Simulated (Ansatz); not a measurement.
CsCl-type TiCo was calculated with LDA in Ansatz (PAW).

Run with plane-wave cutoff 520 eV, 16×16×16 k mesh, Fermi–Dirac smearing 0.1 eV, perturbation theory, no spin polarisation, scalar-relativistic PAW data made under PBE.

The cell has the measured lattice parameters. Conventional cell: a = 2.9950 Å, b = 2.9950 Å, c = 2.9950 Å, α = 90.00°, β = 90.00°, γ = 90.00°.

```cif
data_CoTi
_chemical_formula_sum 'Ti1 Co1'
_space_group_name_H-M_alt 'P 1'
_space_group_IT_number 1
_cell_length_a 2.99500
_cell_length_b 2.99500
_cell_length_c 2.99500
_cell_angle_alpha 90.000
_cell_angle_beta 90.000
_cell_angle_gamma 90.000
loop_
_space_group_symop_operation_xyz
  'x, y, z'
loop_
_atom_site_label
_atom_site_type_symbol
_atom_site_fract_x
_atom_site_fract_y
_atom_site_fract_z
_atom_site_occupancy
Ti1 Ti 0.00000 0.00000 0.00000 1
Co1 Co 0.50000 0.50000 0.50000 1
```

Harmonic phonon frequencies (cm⁻¹; i marks an imaginary mode):

| q point | frequencies |
|---|---|
| Γ | 0 0 0 178 178 178 |
| X | … |
| M | … |
| R | 92 92 92 246 246 246 |

Task: Some entries are withheld; supply them.

Result: 
- X, frequencies: 105 105 129 129 144 290
- M, frequencies: 75 75 83 137 236 236

No imaginary mode appears at these points.

Note: the cell isn't this level's own, so it is under some stress, which shifts stiffness and frequencies.

Ansatz is a program for electronic structure.
